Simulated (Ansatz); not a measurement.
The starting structures come from a database of crystals and need not be the phases stable at ambient conditions.

 Where the default PAW files enter, the runs use the earlier of Ansatz's two default sets.

Input:

```
LiNbO2
1.0
    2.92178     0.00000     0.00000
    0.00000    10.45103     0.00000
    1.46089     0.00000     2.53034
Li Nb O
2 2 4
Direct
  0.00000   0.00000   0.00000
  0.00000   0.50000   0.00000
  0.33333   0.25000   0.33333
  0.66667   0.75000   0.66667
  0.33333   0.87817   0.33333
  0.66667   0.12183   0.66667
  0.66667   0.37817   0.66667
  0.33333   0.62183   0.33333
```

Space group of this cell: P6_3/mmc. The cell is taken as given; by r2SCAN its mean pressure is -4.7 GPa.

Transport runs along the normal of the first two printed cell vectors, the (100) plane of the conventional cell.

The gap is the functional's own. No spin-orbit coupling. Mid-gap values are interpolated on the energy grid.

**Question.** Compute, with r2SCAN (Ansatz, an electronic-structure program), the band gap and the smallest decay constant κ at mid-gap.

**Answer.** Gap 1.79 eV on a 12×4×12 mesh; κ = 0.263 1/Å, at the zone centre.
